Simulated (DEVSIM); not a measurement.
Device: Si n-p junction from an implanted or diffused profile, at 300 K.

| layer (left to right) | material | thickness (μm) | Na (cm⁻³) | τn (s) | τp (s) |
|---|---|---|---|---|---|
| 1 | Si | 3.20 | 5.5e16 | 4.2e-6 | 1.4e-7 |

Added donor profile: 1.8e18 cm⁻³ × exp(−(x − 0.02 μm)²/(2·(0.023 μm)²)). Left contact: ohmic. Right contact: ohmic. Voltage is applied to the left contact. Recombination: SRH at mid-gap, radiative, Auger. Mobility is μmin + (μ − μmin)/(1 + (N/Nref)^α).

Constants are typed, rounded textbook-type inputs, not results; the design itself was drawn at random and stands for no fabricated device. Values at 300 K.

| parameter | Si |
|---|---|
| gap (eV) | 1.124 |
| affinity (eV) | 4.05 |
| permittivity | 11.7 |
| Nc (cm⁻³) | 2.86e19 |
| Nv (cm⁻³) | 3.1e19 |
| μn (cm²/Vs) | 1417 |
| μp (cm²/Vs) | 470 |
| μn,min | 52 |
| μp,min | 45 |
| Nref,n | 9.7e16 |
| Nref,p | 2.2e17 |
| αn | 0.68 |
| αp | 0.72 |
| B (cm³/s) | 4.7e-15 |
| Cn (cm⁶/s) | 2.8e-31 |
| Cp (cm⁶/s) | 9.9e-32 |

DEVSIM, 1D drift-diffusion, Boltzmann statistics, complete ionisation; no tunnelling, impact ionisation, image-force lowering or self-heating.

Question: Tabulate band edges, carrier densities and field at -0.9 V on the left contact.

Answer: Energies count from the Fermi level of the right contact; mesh points crowd at the junctions.

```tsv
x (μm)	Ec (eV)	Ev (eV)	n (cm⁻³)	p (cm⁻³)	field (V/cm)
0.000	0.982	-0.142	1.2e18	< 1e2	-8500
0.01484	0.973	-0.151	1.7e18	2.8e15	-2700
0.02840	0.974	-0.150	1.6e18	6.1e15	4200
0.04262	0.986	-0.138	1.0e18	1.3e16	11000
0.06002	1.011	-0.113	3.9e17	4.0e16	16000
0.07382	1.030	-0.094	1.8e17	8.7e16	11000
0.08762	1.040	-0.084	1.2e17	1.3e17	4300
0.1046	1.044	-0.080	1.0e17	1.5e17	750
0.1184	1.044	-0.080	1.0e17	1.6e17	37
0.1334	1.044	-0.080	1.0e17	1.6e17	-130
0.1592	1.044	-0.080	1.0e17	1.6e17	-160
0.2377	1.042	-0.082	9.9e16	1.5e17	-170
0.3514	1.040	-0.084	9.6e16	1.5e17	-170
0.5816	1.036	-0.088	9.1e16	1.5e17	-180
1.250	1.024	-0.100	7.5e16	1.3e17	-200
1.998	1.007	-0.117	5.4e16	1.1e17	-260
2.554	0.991	-0.133	3.5e16	9.0e16	-340
2.857	0.979	-0.145	2.1e16	7.6e16	-430
3.053	0.970	-0.154	1.1e16	6.5e16	-550
3.131	0.965	-0.159	5.4e15	6.0e16	-640
3.171	0.962	-0.162	2.4e15	5.7e16	-700
3.200	0.960	-0.164	2100	5.5e16	-730
```
